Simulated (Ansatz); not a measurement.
Consider a 20-atom cell of (Au,Pd) started in the face-centred cubic structure, site fractions Au 0.500, Pd 0.500, short-range order 0.00 among the nearest mixed sites of the first mixed sublattice (0 is random, a negative value favours unlike neighbours), space group P1 at the end. Its start:

```yaml
crystal:
  lattice:
    - [-4.05718, 2.02704, -6.08151]
    - [4.05627, 6.08612, 2.02945]
    - [4.05678, 2.02611, -6.08155]
  atoms:
    - { symbol: Au, position: [0.79764, 0.19927, 0.59614] }
    - { symbol: Au, position: [0.74973, 0.50184, 0.74634] }
    - { symbol: Au, position: [0.70095, 0.79966, 0.89875] }
    - { symbol: Pd, position: [0.49959, 0.99933, 0.50102] }
    - { symbol: Pd, position: [0.44855, 0.29963, 0.65118] }
    - { symbol: Pd, position: [0.39952, 0.60075, 0.80088] }
    - { symbol: Au, position: [0.34303, 0.89931, 0.95063] }
    - { symbol: Au, position: [0.15180, 0.09670, 0.54947] }
    - { symbol: Au, position: [0.10250, 0.40223, 0.70285] }
    - { symbol: Pd, position: [0.04939, 0.69968, 0.84975] }
    - { symbol: Pd, position: [0.95103, 0.29909, 0.14946] }
    - { symbol: Pd, position: [0.89998, 0.60109, 0.29910] }
    - { symbol: Pd, position: [0.85236, 0.90116, 0.44872] }
    - { symbol: Au, position: [0.64886, 0.09991, 0.05286] }
    - { symbol: Au, position: [0.60299, 0.39996, 0.20151] }
    - { symbol: Au, position: [0.55378, 0.70295, 0.35333] }
    - { symbol: Pd, position: [0.30065, 0.19948, 0.10060] }
    - { symbol: Au, position: [0.24725, 0.49847, 0.24822] }
    - { symbol: Pd, position: [0.20056, 0.79816, 0.39896] }
    - { symbol: Pd, position: [0.99984, 0.00134, 0.00022] }
```

Computed with PBE (plane waves to 420 eV, PAW; Ansatz, a first-principles code). No spin–orbit coupling. Its k-point mesh 6×6×6, Fermi–Dirac width 0.05 eV.

Predict the alloy's volume and bond lengths.


| Quantity | Value |
|---|---|
| volume per atom | 16.60 Å³ |
| Au–Pd bonds (within 1.22 times the sum of covalent radii) | 2.850 Å on average, from 2.801 to 2.913 (60) |
| Au–Au bonds (within 1.22 times the sum of covalent radii) | 2.899 Å on average, from 2.843 to 2.941 (30) |
| Pd–Pd bonds (within 1.22 times the sum of covalent radii) | 2.855 Å on average, from 2.814 to 2.897 (30) |
